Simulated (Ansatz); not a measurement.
How the equilibrium lattice constant a of Cu (model structure, Im-3m, No. 229, 1 atom in the cell) moves with the method

No measured value is used here.

```csv
level (code),value (Å)
LDA (Ansatz),2.796
PBEsol (Ansatz),2.832
r²SCAN (Ansatz),2.842
```

LDA, PBEsol, r²SCAN: the run has no spin polarisation, so it can have missed a magnetic state. Cutoffs differ between the levels. Ansatz's density-functional and Hartree–Fock values are scalar-relativistic unless marked +SOC, with PAW data made under PBE.

A model structure was made by putting elements into a prototype or built by hand; it is no filed structure, need not be a known phase, and can be a saddle point held by its symmetry.

Ansatz is an electronic-structure program.
